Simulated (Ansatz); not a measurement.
The parent structure is AlAs in the wurtzite structure (space group P6_3mc, No. 186; a = 4.003 Å, c = 6.581 Å; a model cell, its experimental status unchecked). Axes: x lies along a and z along c of the hexagonal cell.

It is then changed as follows: biaxial strain +4.36 %, plane normal [001], relaxed out of plane (Cartesian); in-plane vectors clamped, the third vector and the atoms free.

Levels (all Ansatz, a program for electronic structure, PAW): PBEsol (420 eV, no spin-orbit coupling); PBEsol+SOC (420 eV, with spin-orbit coupling).

The geometry is relaxed with PBEsol.

* **PBEsol gap character**: direct at Γ
* **PBEsol lowest conduction level above the VBM at special points**: Γ 0.77 eV; M 1.24 eV; A 1.69 eV; L 1.72 eV
* **PBEsol hole mass**: 0.075 mₑ out of plane, 0.91 mₑ in plane (at Γ)
* **PBEsol valence-band top at Γ**: 0.00, -0.27, -0.27 eV

With PBEsol+SOC at the same geometry, the gap character remains direct at Γ; the lowest conduction level above the VBM at special points becomes Γ 0.72 eV; M 1.20 eV; A 1.65 eV; L 1.67 eV (PBEsol: Γ 0.77 eV; M 1.24 eV; A 1.69 eV; L 1.72 eV); the hole mass changes from 0.075 mₑ out of plane, 0.91 mₑ in plane (at Γ) to 0.080 mₑ out of plane, 0.56 mₑ in plane (at Γ); the valence-band top at Γ (three highest Kramers pairs, from the VBM) changes from 0.00, -0.27, -0.27 eV to 0.00, -0.21, -0.46 eV.

Single points use the geometry relaxed with PBEsol. Differences between runs with and without spin-orbit coupling are approximate. Masses are band curvatures over ±0.01 Å⁻¹ around the edge. Stability against distortions was not tested. This is not the structure that AlAs has at room temperature and ambient pressure.
